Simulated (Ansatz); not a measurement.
Carrier properties of ZnS under load (space group R3m)

Given:

```yaml
crystal:
  lattice:
    - [-0.03782, 2.67511, 2.67511]
    - [2.67511, -0.03782, 2.67511]
    - [2.67511, 2.67511, -0.03782]
  atoms:
    - { symbol: Zn, position: [0.99874, 0.99874, 0.99874] }
    - { symbol: S, position: [0.25126, 0.25126, 0.25126] }
```

Computed with r2SCAN with spin-orbit coupling, rigid bands (plane waves, PAW; Ansatz, a program for electronic structure). Condition of this run: biaxial stress in (111) of -2 GPa (compression positive) (the target of the relaxation). How the cell was made: cell and atoms relaxed with PBEsol, then loaded as said.

```yaml
band_gap: 2.62 eV
electron conductivity mass (300 K, dilute): 0.20 mₑ
hole conductivity mass (300 K, dilute): 0.64 mₑ
effective density of states N_c (300 K): 2.2e18 cm⁻³
effective density of states N_v (300 K): 2.2e19 cm⁻³
density_of_states_mass_electrons: 0.199 mₑ
density_of_states_mass_holes: 0.92 mₑ
Seebeck coefficient, n-type 1e19 cm⁻³, 300 K: -116 μV/K
Seebeck coefficient, p-type 1e19 cm⁻³, 300 K: 316 μV/K
```

Rigid bands; masses and Seebeck coefficients take one relaxation time τ for all states and one kind of carrier; polarons and phonon drag are left out. Geometry: cell and atoms relaxed with PBEsol.
